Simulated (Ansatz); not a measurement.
## Parameter sweep on RbBrF4 (P1, 12 atoms in the cell)

```yaml
crystal:
  lattice:
    - [-3.17550, 3.17550, 5.74450]
    - [3.17550, -3.17550, 5.74450]
    - [3.17550, 3.17550, -5.74450]
  atoms:
    - { symbol: Br, position: [0.50725, 0.00129, 0.50302] }
    - { symbol: Br, position: [0.00275, 0.50444, 0.50695] }
    - { symbol: F, position: [0.76489, 0.26823, 0.80075] }
    - { symbol: F, position: [0.25748, 0.46676, 0.49141] }
    - { symbol: F, position: [0.45364, 0.96033, 0.18882] }
    - { symbol: F, position: [0.97759, 0.76656, 0.51108] }
    - { symbol: F, position: [0.72257, 0.52979, 0.48654] }
    - { symbol: F, position: [0.24216, 0.72621, 0.21304] }
    - { symbol: F, position: [0.02816, 0.23098, 0.49077] }
    - { symbol: F, position: [0.53580, 0.03381, 0.79887] }
    - { symbol: Rb, position: [0.99817, 0.99616, 0.99473] }
    - { symbol: Rb, position: [0.50953, 0.51544, 0.01402] }
```

Base run A: r2SCAN, default PAW files made with PBE run with Ansatz (a quantum-chemistry and plane-wave program), self-consistent single point.

Its settings: basis.ecutwfc = 36.7 Ry; kpoints.mp_grid.grid = 4 4 4; hamiltonian.xc = r2scan; hamiltonian.pseudopotentials = {kind: paw} (the program's default PAW files); scf.occupations.method = cold; scf.occupations.width = 0.0037 Ry.

The starting cell comes from a database of published, mostly measured structures (it also holds non-ambient and calculated ones), without a prior relaxation at this level. Its atoms were displaced at random from the sites of space group no. 140. In the base run, with a pressure of about 5 GPa the cell is away from its equilibrium volume at this level. In the base run, forces exceed 1 eV/Å. Ansatz's pressure includes its estimate of the finite-basis (Pulay) stress. The cutoff lies below the one recommended for these files.

ΔF is the free energy per atom less that of run A. 

The first pressure column holds Ansatz's estimate of the finite-basis (Pulay) stress, which hides part of the cutoff error; the other is without it.

In some runs the Pulay estimate is large (up to 24 GPa), a sign of a cutoff far from converged.

Run A gave: pressure (GPa) 5.03; largest force (eV/Å) 1.356; gap on the mesh (eV) 4.291; pressure at a fixed set of plane waves (GPa) 4.95.

Runs:
- B: lattice scaled by 0.97
- C: lattice scaled by 0.97; basis.ecutwfc: 36.7 Ry → 22 Ry
- D: lattice scaled by 0.985
- E: lattice scaled by 0.985; basis.ecutwfc: 36.7 Ry → 22 Ry
- F: lattice scaled by 1.015
- G: lattice scaled by 1.015; basis.ecutwfc: 36.7 Ry → 22 Ry
- H: lattice scaled by 1.03
- I: lattice scaled by 1.03; basis.ecutwfc: 36.7 Ry → 22 Ry
- J: basis.ecutwfc: 36.7 Ry → 22 Ry

Question: What does run C change against A?

Answer: The free energy rises by 495 meV/atom, the pressure goes from 5.03 to 12.22 GPa, the largest force goes from 1.356 to 2.133 eV/Å and the gap on the mesh goes from 4.291 to 4.748 eV.

Question: What does run I change against A?

Answer: The free energy goes up by 391 meV/atom, the pressure goes from 5.03 to -0.51 GPa, the largest force goes from 1.356 to 1.385 eV/Å and the gap on the mesh goes from 4.291 to 3.835 eV.

```
run  ΔF (meV/atom)  pressure (GPa)  largest force (eV/Å)  gap on the mesh (eV)  pressure at a fixed set of plane waves (GPa)
---  -------------  --------------  --------------------  --------------------  --------------------------------------------
A             0.00            5.03                 1.356                 4.291                                          4.95
B             90.1           12.68                 2.209                 4.761                                         12.58
C            494.7           12.22                 2.133                 4.748                                        -12.15
D             35.7            8.48                 1.453                 4.523                                          8.39
E            441.6            7.89                 1.464                 4.513                                        -15.32
F            -19.7            2.23                 1.267                 4.066                                          2.15
G            394.2            1.63                 1.272                 4.048                                        -19.84
H            -25.6           -0.04                 1.263                 3.849                                         -0.11
I            391.5           -0.51                 1.385                 3.835                                        -21.26
J            410.1            4.40                 1.365                 4.275                                        -17.89
```

Keys are those of Ansatz 0.2.
